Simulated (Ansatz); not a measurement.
Where the default PAW files enter, the runs use the earlier of Ansatz's two default sets.

The decay constant κ of evanescent states in the gap governs leakage through a thin film.

```
CELL_PARAMETERS angstrom
      3.93078     0.00000     0.00000
     -1.96539     3.40416     0.00000
      0.00000     0.00000     5.92859
ATOMIC_POSITIONS crystal
  La 0.66667 0.33333 0.75376
  La 0.33333 0.66667 0.24624
  O  0.66667 0.33333 0.35411
  O  0.33333 0.66667 0.64589
  O  0.00000 0.00000 0.00000
```

Space group of this cell: P-3m1. The cell is strained (lengths along the current scaled by 0.97, ions clamped); by r2SCAN its mean pressure is 4.6 GPa.

Transport runs along the normal of the first two printed cell vectors, the (001) (indices of the unstrained crystal) plane of the conventional cell.

The gap is the functional's own. No spin-orbit coupling. Mid-gap values are interpolated on the energy grid.

Predict the band gap and the smallest decay constant κ at mid-gap from r2SCAN (Ansatz, an electronic-structure program).

Gap 4.09 eV on a 12×12×6 mesh; κ = 0.418 1/Å, at (0.250, 0.000) of the in-plane reciprocal vectors. At the zone centre, at the nearest computed energy, the slowest state has κ = 0.42 1/Å.
